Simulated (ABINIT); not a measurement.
Worked example: self-consistent single point of ZnS (P6_3mc, 4 atoms in the cell) in ABINIT.

Method: PBE, PAW (JTH v2.0 PBE PAW) (plane waves; ABINIT).

```yaml
crystal:
  lattice:
    - [3.76203, 0.00000, 0.00000]
    - [-1.88102, 3.25802, 0.00000]
    - [0.00000, 0.00000, 6.16624]
  atoms:
    - { symbol: Zn, position: [0.33333, 0.66667, 0.00014] }
    - { symbol: Zn, position: [0.66667, 0.33333, 0.50014] }
    - { symbol: S, position: [0.33333, 0.66667, 0.37486] }
    - { symbol: S, position: [0.66667, 0.33333, 0.87486] }
```

Reference input (self-consistent single point, DFT, PBE, plane waves, PAW (JTH v2.0 PBE PAW)): pseudos = [Zn.GGA_PBE-JTH.xml, S.GGA_PBE-JTH.xml]; ecut = 30 Ha; pawecutdg = 60 Ha; pawxcdev = 0; occopt = 3; tsmear = 0.05 eV; ngkpt = 5 5 3; nshiftk = 1; shiftk = 0 0 0; potentials = JTH v2.0 PBE PAW; nband = 24; kptopt = 1. This run's input differs from it in these lines:

```diff
@@ -25,3 +25,3 @@
 kptopt 1
-ngkpt 5 5 3
+ngkpt 7 7 4
 nshiftk 1
```

Output (repeated stretches shortened):

```
--- !BeginCycle
solver: {iscf: 17, nstep: 80, nline: 4, wfoptalg: 10, }
tolerances: {tolvrs: 1.00E-12, }
...

     iter   Etot(hartree)      deltaE(h)  residm     nres2
 ETOT  1  -147.64277931561    -1.476E+02 1.015E+01 1.178E+01
 ETOT  2  -149.45534698069    -1.813E+00 7.165E-01 2.132E+01
 ETOT  3  -149.39968545252     5.566E-02 2.202E-01 9.512E+00
 ETOT  4  -149.39305352472     6.632E-03 5.850E-02 1.846E+00
 ETOT  5  -149.38624521633     6.808E-03 2.492E-02 9.220E-02
   [... 16 lines left out ...]
 ETOT 22  -149.38807075133    -1.100E-11 2.220E-04 2.271E-10
 ETOT 23  -149.38807075133     6.821E-13 1.264E-04 3.527E-11
 ETOT 24  -149.38807075133    -2.842E-13 1.576E-04 7.784E-12
 ETOT 25  -149.38807075133    -9.948E-13 9.632E-05 7.635E-13
 At SCF step   25       nres2   =  7.64E-13 < tolvrs=  1.00E-12 =>converged.

 Cartesian components of stress tensor (hartree/bohr^3)
  sigma(1 1)= -1.74837859E-04  sigma(3 2)=  0.00000000E+00
  sigma(2 2)= -1.74837859E-04  sigma(3 1)=  0.00000000E+00
  sigma(3 3)= -1.77778467E-04  sigma(2 1)= -1.77308202E-14

 ----iterations are completed or convergence reached----

 reduced coordinates (array xred) for    4 atoms
       0.333333335515      0.666666668861      0.000140002182
       0.666666668848      0.333333335528      0.500140002182
       0.333333335515      0.666666668861      0.374860003827
       0.666666668848      0.333333335528      0.874860003827
 cartesian forces (eV/Angstrom) at end:
    1      0.00000000000000    -0.00000000000000     0.01899048702671
   [... lines left out ...]
 Fermi (or HOMO) energy (hartree) =   0.26027   Average Vxc (hartree)=  -0.35070
 Fermi (or HOMO) energy (eV) =   7.08225   Average Vxc (eV)=  -9.54311
   [... lines left out ...]
'-kT*entropy'       : -7.56494757708021E-14
total_energy        : -1.49388070561889E+02
total_energy_eV     : -4.06505613216432E+03
...

-Cartesian components of stress tensor (GPa)         [Pressure=  5.1727E+00 GPa]
- sigma(1 1)= -5.14390654E+00  sigma(3 2)=  0.00000000E+00
- sigma(2 2)= -5.14390654E+00  sigma(3 1)=  0.00000000E+00
- sigma(3 3)= -5.23042221E+00  sigma(2 1)= -5.21658652E-10

 Calculation completed.
```

The run converged in 25 iterations. Against the reference run the free energy falls by 3.4 meV/atom, the pressure moves little (5.23 to 5.17 GPa), the largest force hardly changes (0.023 to 0.019 eV/Å) and the gap on the mesh moves little (2.365 to 2.366 eV).

The starting cell comes from a database of computed structures (which also holds hypothetical and non-ambient phases and stackings), without a prior relaxation at this level. Its lattice was rescaled by a random factor within 2.5 % of one. With a pressure of about 5 GPa the cell is away from its equilibrium volume at this level.

Cost on one core of a shared machine: roughly 4 min.
